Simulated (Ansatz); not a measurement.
Structures of equal composition on the (111) surface of fcc Cu: a layer of In in place of the second plane; a layer of In in place of the third plane. The slabs share one bottom face, and each structure is named by its start. These are constructed structures in small cells; real faces may alloy, dewet or reconstruct in larger ones, and not all known structures of the face are among them. Slabs of about 11 Å, Fermi-Dirac smearing of 0.1 eV. Bottom of the slabs: a bare face, its two planes held. Relaxed from the named starts with such symmetry as they have, on meshes of like density; energies extrapolated to zero smearing; spin only where a row says so; no spin-orbit coupling, no U. Brackets mark spin-polarised runs, whose order is one that fits the cell.

Level of theory: PBE (plane waves to 420 eV, PAW; Ansatz, a program for electronic structure).

Task: Order them by energy per 1x1 cell (lowest first) at the level PBE.

Result: a layer of In in place of the second plane (0.000 eV), a layer of In in place of the third plane (0.095 eV)
